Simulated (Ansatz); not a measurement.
**2 layers of Bi2Te3, started at parallel, shifted by (2/3,1/3) (facing atoms over hollows or bridges)**

Levels used, each named beside its values: PBE+D3(BJ) (plane waves to 420 eV, PAW; Ansatz, a program for electronic structure); PBE+D3(BJ) with spin-orbit coupling (plane waves to 420 eV, PAW; Ansatz); HSE06 (plane waves to 420 eV, PAW; Ansatz). Geometries and values that name no level are of the first. Values not marked SOC have no spin–orbit coupling. Its k-point mesh 9×9×1, Fermi–Dirac width 0.01 eV. HSE06 ran on meshes of its own (6×6×1); its edges and gaps are taken over the mesh and over extra points off it, mostly where PBE has its edges. A dipole correction is on.

```
Quantity                                                                            Result
---------------------------------------------------------------------  -------------------
gap between facing atomic planes                                                    2.61 Å
step of the vacuum level across the stack (top less bottom)                        0.00 eV
interaction energy of the frozen layers                                       -27.8 meV/Å²
interaction energy without the D3 term at this geometry                        +1.4 meV/Å²
PBE gap over the mesh and listed points off it                             0.61 eV, direct
valence and conduction edges under the vacuum level of the lower face     4.99 and 4.38 eV
HSE06 gap at the same geometry                                                     0.93 eV
PBE+SOC gap at the same geometry                                       closed or nearly so
```

```xyz
10
Lattice="4.3560 0.0000 0.0000 -2.1780 3.7724 0.0000 0.0000 0.0000 35.9000" Properties=species:S:1:pos:R:3 pbc="T T T"
Te     0.0000     2.5149     9.0760
Bi     2.1780     1.2575    10.8116
Te     0.0000     0.0000    12.8571
Bi     0.0000     2.5149    14.8962
Te     2.1780     1.2575    16.6432
Te     0.0000     0.0000    19.2568
Bi     0.0000     2.5149    21.0038
Te     2.1780     1.2575    23.0429
Bi     0.0000     0.0000    25.0883
Te     0.0000     2.5149    26.8240
```
